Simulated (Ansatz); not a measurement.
The reference is GaN in the wurtzite structure (space group P6_3mc, No. 186; a = 3.183 Å, c = 5.185 Å). Axes: x lies along a and z along c of the hexagonal cell.

Structures relaxed with Kohn–Sham DFT with the PBEsol functional, run in Ansatz (a quantum-chemistry and plane-wave program) with PAW and 420 eV plane waves, scalar-relativistic without spin-orbit coupling.

Base:

Simulated powder pattern, Co Kα, λ = 1.79026 Å (kinematic, ideal powder, no thermal factors, no anomalous dispersion; the 8 strongest lines at most, above 2 %, up to 2θ = 90°):

```tsv
2θ (°)	I/Imax (%)	hkl
37.90	44	(100)
40.39	36	(002)
43.16	100	(101)
56.59	20	(102)
68.46	29	(110)
75.36	31	(103)
82.60	27	(112)
84.46	16	(201)
```

After one change:

Simulated powder pattern, Co Kα, λ = 1.79026 Å (kinematic, ideal powder, no thermal factors, no anomalous dispersion; the 8 strongest lines at most, above 2 %, up to 2θ = 90°):

```json
[
 {"2θ (°)": "37.21", "I/Imax (%)": "45"},
 {"2θ (°)": "40.76", "I/Imax (%)": "35"},
 {"2θ (°)": "42.63", "I/Imax (%)": "100"},
 {"2θ (°)": "56.37", "I/Imax (%)": "20"},
 {"2θ (°)": "67.09", "I/Imax (%)": "30"},
 {"2θ (°)": "75.49", "I/Imax (%)": "29"},
 {"2θ (°)": "81.56", "I/Imax (%)": "28"},
 {"2θ (°)": "82.81", "I/Imax (%)": "16"}
]
```

Which change produced these results?
(A) biaxial strain +1.20 %, plane normal [001], relaxed out of plane
(B) biaxial strain +3.00 %, plane normal [001], relaxed out of plane
(C) biaxial strain +2.40 %, plane normal [001], relaxed out of plane
(D) biaxial strain +1.80 %, plane normal [001], relaxed out of plane

D, biaxial strain +1.80 %, plane normal [001], relaxed out of plane. Its volume per atom is 11.68 Å³ against 11.37 Å³, and its space group is P6_3mc (No. 186).

No phonon test of stability was made.
